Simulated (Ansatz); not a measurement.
Cost and result by functional for the adsorption energy of H on the 1x1 (100) surface of monoclinic HfO2 (cut with top plane 2 O), one in a 1x1 cell, started at the site 'bridge O-O (span 5.3 Å)', in Ansatz (plane waves, PAW). Single points on the PBE structure, on one kind of machine; costs are rough ratios of the slab run's core time (references not counted) to the cheapest single point. r2SCAN's cost holds its higher cutoff (500 against 420 eV). Differences are taken against r2SCAN for comparison alone: no measured value is at hand, so the table doesn't rank accuracy. The points keep PBE's geometry, so the relaxation of a polaron and the settling of charge on one site are left out.

Host crystal: monoclinic HfO2, with a band gap (PBE, scalar-relativistic without spin-orbit coupling).

Model: 25-atom slab, 9.3 Å thick at the start under the adsorbate (thin: gaps and levels are the slab's own), 4x4x1 mesh, Fermi-Dirac 0.01 eV, dipole correction, 12 atoms held, the rest relaxed; no symmetry held; spin-polarised, no spin-orbit, no U, no dispersion correction. The starting moment vanished. At the end it is bonded to O. In PBE it is, or lies within 0.03 eV of, the lowest of the starts that converged. These notes are the PBE run's. RPBE: The program's check for a lower electronic state was not made. r2SCAN: The program's check for a lower electronic state was not made. Adsorption energies are against ½ H2(g). A negative adsorption energy means that the adsorbate is more stable on the surface than in its reference.

```csv
functional,relative cost,adsorption energy (eV),less r2SCAN (eV)
RPBE,1,1.23,0.06
r2SCAN,2,1.17,0.00
PBE (the relaxed run's value),–,1.02,-0.15
```

The values span 0.21 eV, while the single points' costs differ by a factor of roughly 2. Differences are of unrounded values.

Ansatz is a first-principles code.
